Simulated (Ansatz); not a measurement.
Take WC (space group P-6m2, No. 187; a = 2.913 Å, c = 2.835 Å; relaxed with 0.1 eV smearing) as the base. Axes: x lies along a and z along c of the hexagonal cell.

Calculations: Ansatz (a program for electronic structure) r2SCAN, without spin-orbit coupling.

Base values:

| Property | Result |
|---|---|
| Shortest interatomic distance | 2.199 Å |

Perturbation: tensor shear ε_xz = +2.00 % (engineering shear γ = 0.0400), atoms relaxed at fixed cell.

Question: What does the calculation give for the energy relative to the base after the change?

Answer: The energy grows by 16 meV/atom.

Question: Estimate the effect on the shortest interatomic distance.

Answer: The shortest interatomic distance falls by 0.036 Å to 2.163 Å.

The cells carry an imposed strain or load. No phonon test of stability was made. All final runs are without spin polarisation.
